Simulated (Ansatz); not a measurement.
System: L1₀ (CuAu-type) CuAu. Method: LDA (PAW; Ansatz, an electronic-structure program).

Settings: plane-wave cutoff 520 eV, 20×20×16 k mesh (along the axes of the cell as run), Fermi–Dirac smearing 0.05 eV, no spin polarisation, scalar-relativistic PAW data made under PBE.

Properties against volume:

Shape and atoms are relaxed at each volume.

```tsv
V (Å³/atom)	P (GPa)	c (Å)	a (Å)
13.227	8.62	3.469	2.761
13.503	4.04	3.510	2.774
13.779	0.00	3.547	2.787
14.054	-3.57	3.583	2.801
14.330	-6.71	3.615	2.815
```

Note: the bulk modulus comes from volumes at which shape and atoms were relaxed.
